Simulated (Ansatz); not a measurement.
BaTe: energy against strain

BaTe (rock salt, Fm-3m, 41.807 Å³/atom at rest) under an equal strain ε in the (111) plane with the normal axis free, as in a coherent film. PBEsol in Ansatz, a plane-wave DFT program (PAW, default set), 420 eV, 8×8×8 Γ-centred mesh, Fermi-Dirac smearing 0.05 eV; ions are relaxed within the symmetry of each cell.

Here s stands for strain and y for E less E0.

| strain (%) | E less E0 (meV/atom) |
|---|---|
| -1.25 | 1.89 |
| -0.83 | 0.83 |
| -0.42 | 0.21 |
| 0.00 | 0.00 |
| 0.42 | 0.21 |
| 0.83 | 0.80 |
| 1.25 | 1.81 |
| 2.50 | ? |

Fit y of the 7 rows that show it with a parabola. Least squares gives y = 0.000 - 0.0257·s + 1.1835·s². Residuals (row less fit): 0.009, -0.007, -0.010, 0.000, 0.012, 0.006, -0.007; standard error 0.011 (degrees of freedom: 4). Twice the quadratic coefficient over the volume, 2 × 1.1835 meV × 10⁴ × 0.1602 / 41.807 Å³, is twice the biaxial elastic modulus of this plane = 91 ± 0.5 GPa.

Q: Estimate the missing y (s = 2.50); what did the run itself give?

A: y = 0.000 - 0.0257 × 2.50 + 1.1835 × 2.50² = 7.333 meV/atom. The calculation gives 7.10 meV/atom, 0.233 meV/atom below the prediction (3.3 % of the range of y in the table). The row lies outside the fitted rows, so this is an extrapolation. From the scatter of the fitted rows alone, a prediction at this place has a standard error of 0.040 meV/atom, so the miss is 5.8 times that.

One order more, fitted to all 13 runs of the series, follows each within 0.01, so the miss is the next term of a smooth law. Rows are the converged runs of the series near zero and its far end; series whose fitted rows scatter by over a few per cent of the range, as at a crossing or softening among them, aren't shown in this form. Most that stay on the fit to the last digits aren't either.
